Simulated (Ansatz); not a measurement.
## Au: response to strain

Base system: Au in the fcc (Cu type) structure (space group Fm-3m, No. 225; relaxed with 0.1 eV smearing).

```
CELL_PARAMETERS angstrom
      0.00000     2.02383     2.02383
      2.02383     0.00000     2.02383
      2.02383     2.02383     0.00000
ATOMIC_POSITIONS crystal
  Au 0.00000 0.00000 0.00000
```

Cartesian axes are those of the cell as printed.

Strains are applied to the cell and any free atomic positions relax; under biaxial strain the out-of-plane vector relaxes too.

Computed with Ansatz (a quantum-chemistry and plane-wave program) LDA, no SOC.

| biaxial strain, plane normal [111], relaxed out of plane (%) | out-of-plane strain (%) |
|---|---|
| -2.5 | 3.66 |
| -2.08 | 3.00 |
| -1.67 | 2.37 |
| -1.25 | ? |
| -0.83 | 1.14 |
| -0.42 | 0.57 |
| 0 | 0.00 |

**Question.** Fit ε⊥ = −νε + γε² (strains in %) to the rows shown and predict the withheld row.

**Answer.** Least squares on the printed values gives ν = 1.33 (the biaxial Poisson response) and γ = 0.054 (largest residual 0.00 %); this predicts 1.75 %, and the run gives 1.74 %, in agreement.

No phonon test of stability was made.
